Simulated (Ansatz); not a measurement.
**PBE against PBEsol: IrO2, pressure 7.5 GPa**

Consider IrO$_{2}$ in the rutile structure (space group P4_2/mnm, No. 136; a = 4.529 Å, c = 3.180 Å).

(Cell as relaxed with PBE.)

Levels (all Ansatz, an electronic-structure program, PAW, earlier PAW set): PBE (420 eV, scalar-relativistic without spin-orbit coupling); PBEsol (420 eV, scalar-relativistic without spin-orbit coupling).

Each level relaxes its own structure.

```
base                      PBE    PBEsol
-------------------  --------  --------
volume per atom      10.87 Å³  10.51 Å³
lattice parameter a   4.529 Å   4.472 Å
band gap                 zero      zero
```

It is then changed as follows: a hydrostatic pressure of 7.5 GPa.

| quantity | PBE | PBEsol |
|---|---|---|
| shortest interatomic distance | 1.956 Å | 1.935 Å |
| c/a ratio | 0.707 | 0.710 |
| band gap | zero | zero |

PBE's shortest interatomic distance lies 0.021 Å above PBEsol's (1.1 %); PBE's c/a ratio lies 0.003 below PBEsol's; the two agree on the band gap. Neither level is exact; PBEsol is the comparison here, not a measurement.

Load acts through the strain it causes; cell and atoms are relaxed under it. No phonon test of stability was made. No other phases were tried under pressure. No Hubbard U is applied, and correlation can decide whether such a compound is a metal. The final runs are not spin-polarised.
